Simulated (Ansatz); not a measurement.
Sr3Sn2O7 (model structure, started from the Ca3Ti2O7 type, Cmc2₁, No. 36, 24 atoms in the cell) was calculated with LDA (Ansatz, a quantum-chemistry and plane-wave program, PAW).

Run with plane-wave cutoff 520 eV, 6×6×6 k mesh, Fermi–Dirac smearing 0.01 eV, scalar-relativistic PAW data made under PBE.

Cell (relaxed at this level):

```cif
data_O28Sn8Sr12
_chemical_formula_sum 'Sr12 Sn8 O28'
_space_group_name_H-M_alt 'Cmc21'
_space_group_IT_number 36
_space_group_name_Hall 'C 2c -2'
_cell_length_a 20.38983
_cell_length_b 5.68663
_cell_length_c 5.67577
_cell_angle_alpha 90.000
_cell_angle_beta 90.000
_cell_angle_gamma 90.000
loop_
_atom_site_label
_atom_site_type_symbol
_atom_site_symmetry_multiplicity
_atom_site_Wyckoff_symbol
_atom_site_fract_x
_atom_site_fract_y
_atom_site_fract_z
_atom_site_occupancy
Sr1 Sr 4 a 0.00000 0.74503 0.03184 1
Sr2 Sr 8 b 0.18803 0.25963 0.47237 1
Sn1 Sn 8 b 0.09845 0.24909 0.00042 1
O1 O 8 b 0.11108 0.03494 0.71599 1
O2 O 8 b 0.08324 0.46631 0.28411 1
O3 O 8 b 0.19718 0.30619 0.01496 1
O4 O 4 a 0.00000 0.17867 0.98404 1
```
(The calculation used a cell of 24 atoms; values per cell refer to that cell.)

Q: What does this level give for the band gap and smallest direct gap on the k points sampled?

A: 
band gap: 2.72 eV
smallest direct gap on the k points sampled: 2.88 eV

Note: the relaxation could raise the start's symmetry but not lower it, so the cell can be a saddle point.

Spin–orbit coupling is not included.

Static lattice: no zero-point or thermal effects.

A model structure was made by putting elements into a prototype or built by hand; it is no filed structure, need not be a known phase, and can be a saddle point held by its symmetry.
